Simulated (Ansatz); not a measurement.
Hypothetical fluorite YbSi2, pressure series

Base system: YbSi₂ in the fluorite structure (space group Fm-3m, No. 225; a hypothetical phase, not in the database extracts checked).

```xyz
3
Lattice="0.0000 3.1714 3.1714 3.1714 0.0000 3.1714 3.1714 3.1714 0.0000" Properties=species:S:1:pos:R:3 pbc="T T T"
Yb     0.0000     0.0000     0.0000
Si     1.5857     1.5857     1.5857
Si     4.7571     4.7571     4.7571
```

Cell and atoms are relaxed at each pressure.

Level of theory: PBEsol/PAW in Ansatz (a program for electronic structure), no spin-orbit coupling.

Notes on the quantities. enthalpy: H = E + PV relative to the base's energy.

| variant | lattice parameter a | enthalpy |
|---|---|---|
| base | 6.343 Å | – |
| pressure −2 GPa | 6.422 Å | -0.27 eV/atom |
| pressure −1 GPa | 6.381 Å | -0.13 eV/atom |
| pressure 0.9 GPa | 6.312 Å | +0.12 eV/atom |
| pressure 2.1 GPa | 6.273 Å | +0.27 eV/atom |
| pressure 4.5 GPa | 6.202 Å | +0.58 eV/atom |
| pressure 9 GPa | 6.090 Å | +1.12 eV/atom |
| pressure 15 GPa | 5.969 Å | +1.80 eV/atom |
| pressure 22.5 GPa | (withheld) | +2.61 eV/atom |
| pressure 30 GPa | 5.750 Å | +3.37 eV/atom |

**Question.** Fill in the withheld entries from the trend.

**Answer.** 
- pressure 22.5 GPa, lattice parameter a: 5.849 Å

The state of the 4f shell was not checked for lower solutions. Load acts through the strain it causes; cell and atoms are relaxed under it. Stability against distortions was not tested. Competing high-pressure phases were not computed. Seeded moments were not kept for the base. The final runs are not spin-polarised.
